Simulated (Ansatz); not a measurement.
**What biaxial strain +0.71 %, plane normal [110], relaxed out of plane does to CdSe**

The parent structure is CdSe in the zinc blende structure (space group F-43m, No. 216; a = 6.133 Å). Axes: x, y, z lie along the cube axes.

The change: biaxial strain +0.71 %, plane normal [110], relaxed out of plane (Cartesian); in-plane vectors clamped, the third vector and the atoms free.

Level of theory: r2SCAN (Ansatz, a program for electronic structure), no spin-orbit coupling. Settings: 9×9×9 k-points, 0.05 eV Fermi–Dirac smearing.

```csv
quantity,base,changed,shift
volume per atom,28.84 Å³,29.05 Å³,+0.21 Å³
space group,F-43m (No. 216),Imm2 (No. 44),–
shortest interatomic distance,2.656 Å,2.660 Å,+0.0046 Å
energy relative to the base (free energy F),0 meV/atom,+0.7 meV/atom,+0.7 meV/atom
band gap,1.04 eV,0.98 eV,-0.06 eV
gap character,direct at Γ,direct at Γ,–
electron mass,0.093 mₑ (at Γ),0.092 mₑ (at Γ),–
"valence-band top at Γ (three highest levels, from the VBM)","0.00, 0.00, 0.00 eV","0.00, -0.05, -0.06 eV",–
out-of-plane strain,–,-0.69 %,–
mean in-plane stress (compression positive),–,-0.5 GPa,–
```

Final structure (turned so that z lies along the plane normal):

```
CdSe
1.0
    0.00000     0.00000    -4.30704
   -2.18384     3.08841    -2.15352
    2.18384     3.08841    -2.15352
Cd Se
1 1
Direct
  0.99855   0.00145   0.00145
  0.75145   0.74855   0.74855
```

Cost of the whole job for the changed cell (relaxation, final SCF and bands): about 4 core-minutes (a rough figure).

A biaxial case was relaxed in a doubled cell and then solved in the primitive one. Effective masses come from finite differences of ±0.01 Å⁻¹. Stability against distortions was not tested. Labels are those of the standard path for the cell's own space group.
